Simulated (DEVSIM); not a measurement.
System: abrupt Si p-n junction, at 300 K.

```tsv
layer (left to right)	material	thickness (μm)	Nd (cm⁻³)	Na (cm⁻³)	τn (s)	τp (s)
1	Si	0.180	-	2.5e16	2.5e-7	2.5e-7
2	Si	290	3.6e15	-	2.5e-7	2.5e-7
```

Left contact: ohmic. Right contact: ohmic. Voltage is applied to the left contact. Recombination: SRH at mid-gap, Auger. Mobility is constant in doping.

The device is made up for the run: typed textbook-type constants, with dimensions and the other settings drawn at random. Values at 300 K.

| parameter | Si |
|---|---|
| gap (eV) | 1.124 |
| affinity (eV) | 4.05 |
| permittivity | 11.7 |
| Nc (cm⁻³) | 2.86e19 |
| Nv (cm⁻³) | 3.1e19 |
| μn (cm²/Vs) | 1417 |
| μp (cm²/Vs) | 470 |
| Cn (cm⁶/s) | 2.8e-31 |
| Cp (cm⁶/s) | 9.9e-32 |

Model (solved in DEVSIM): 1D drift-diffusion, Boltzmann statistics, complete ionisation; no tunnelling, impact ionisation, image-force lowering or self-heating.

Q: Tabulate band edges, carrier densities and field at zero bias.

A: Energies count from the Fermi level of the right contact; mesh points crowd at the junctions.

```
x (μm)   Ec (eV)  Ev (eV)  n (cm⁻³)  p (cm⁻³)  field (V/cm)
-------  -------  -------  --------  --------  ------------
0.000      0.940   -0.184      4600    2.5e16          -160
0.03249    0.939   -0.185      4800    2.4e16          -300
0.09000    0.933   -0.191      5900    2.0e16         -2400
0.1509     0.889   -0.235     33000    3.5e15        -15000
0.1893     0.808   -0.316    760000    1.5e14        -25000
0.2377     0.695   -0.429     6.1e7    1.9e12        -22000
0.3648     0.459   -0.665    5.5e11     2.1e8        -15000
0.8664     0.233   -0.891    3.5e15     33000           -85
1.900      0.232   -0.892    3.6e15     32000           ≈ 0
4.614      0.232   -0.892    3.6e15     32000           ≈ 0
11.10      0.232   -0.892    3.6e15     32000           ≈ 0
37.39      0.232   -0.892    3.6e15     32000           ≈ 0
95.35      0.232   -0.892    3.6e15     32000           ≈ 0
197.6      0.232   -0.892    3.6e15     32000           ≈ 0
263.0      0.232   -0.892    3.6e15     32000           ≈ 0
279.6      0.232   -0.892    3.6e15     32000           ≈ 0
285.9      0.232   -0.892    3.6e15     32000           ≈ 0
288.5      0.232   -0.892    3.6e15     32000           ≈ 0
289.7      0.232   -0.892    3.6e15     32000           ≈ 0
290.0      0.232   -0.892    3.6e15     32000           ≈ 0
290.1      0.232   -0.892    3.6e15     32000           ≈ 0
290.2      0.232   -0.892    3.6e15     32000           ≈ 0
```
